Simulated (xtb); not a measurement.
xtb 6.7.1, GFN2-xTB: Ti(SH)(OSiH3)3 ([SiH3][O][Ti]([SH])([O][SiH3])[O][SiH3]), 18 atoms. The geometry is a generated start, not checked to be a minimum at this level.

```
Item                                                                                                           Result
------------------------  -------------------------------------------------------------------------------------------
method                                                                                                       GFN2-xTB
--acc                                                                                                     1 (default)
--etemp (K)                                                                                             300 (default)
detailed input (--input)  none: ANC optimiser, Lindh (1995) Hessian, microcycle=20, maxdispl=1.0, hlow=0.01 (default)
basis functions                                                                                                    72
valence electrons                                                                                                  50
```

```xyz
18

Ti    -0.3080     0.0264     0.0617
S     -1.5284    -0.4356     1.9666
H     -1.2093     0.7267     2.5591
O     -1.4707     0.7224    -1.0092
Si    -1.8774     1.1114    -2.5157
H     -0.8199     1.9817    -3.0739
H     -3.1579     1.8229    -2.4263
H     -2.0014    -0.1318    -3.3036
O      0.9028     1.1167     0.6362
Si     1.8341     1.8677     1.7130
H      0.9531     2.7362     2.5246
H      2.8175     2.6632     0.9637
H      2.4803     0.8475     2.5587
O      0.3172    -1.5184    -0.3764
Si     0.6882    -3.0664    -0.1191
H      1.8590    -3.1072     0.7792
H      1.0038    -3.6429    -1.4345
H     -0.4830    -3.7202     0.4958
```

Charge 0 and multiplicity 1 are set for this test and not shown to be the ground state.

The structure is relaxed from this start with --opt LEVEL for the levels crude, sloppy, loose, lax, normal, tight, vtight, extreme, once each. Up to the end of the extreme run atoms move by at most 2.1 Å along an axis.

### Question
Which level is enough to come within 1 meV of the tightest end point?

### Answer
vtight: 152 cycles against 158, ending 0.011 meV above.

| level | cycles | energy above the extreme run (meV) | gradient norm (eV/Å) |
|---|---|---|---|
| crude | 1 | 160 | 0.11 |
| sloppy | 1 | 160 | 0.11 |
| loose | 1 | 160 | 0.11 |
| lax | 1 | 160 | 0.11 |
| normal | 51 | 10 | 0.045 |
| tight | 93 | 1.3 | 0.017 |
| vtight | 152 | 0.011 | 0.0039 |
| extreme | 158 | — | 0.0024 |
